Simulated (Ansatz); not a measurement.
BP under load (space group Imm2), r2SCAN with spin-orbit coupling, rigid bands (Ansatz, a first-principles code). Condition of this run: uniaxial stress along [110] of 2 GPa (compression positive) (the target of the relaxation). Band gap 1.35 eV, N_c = 2.94e19 cm⁻³ and N_v = 1.17e19 cm⁻³ at 300 K, conductivity masses along y (a = (-0.01, 2.26, 2.27) Å; b = (2.26, -0.01, 2.27) Å; c = (2.26, 2.26, 0.00) Å) of 0.377 mₑ (electrons) and 0.389 mₑ (holes). Take k_BT = 0.02585 eV.

### Question
What built-in voltage has an abrupt junction with N_A = 1e17 and N_D = 1e17 cm⁻³, all dopants ionised?

### Answer
V_bi = E_g/e − (k_BT/e) ln(N_c N_v/(N_A N_D)) = 1.35 − 0.02585 × 10.45 = 1.08 V, for the computed gap.

### Question
What thermal injection velocity √(2k_BT/πm) limits a ballistic channel along the direction named?

### Answer
8.76e6 cm/s for electrons and 8.63e6 cm/s for holes, a ratio of √(m_h/m_e) = 1.02, for dilute carriers.

### Question
Find the intrinsic carrier density and the intrinsic Fermi level.

### Answer
n_i = √(N_c N_v) exp(−E_g/2k_BT) = 1.85e19 × exp(−26.11) = 8.5e7 cm⁻³. The level lies (k_BT/2) ln(N_v/N_c) = -12 meV from mid-gap (positive towards the conduction band). Each 0.1 eV added to the gap lowers n_i by a factor of 6.9.

Rigid bands with the computed gap; masses take one relaxation time for all states.
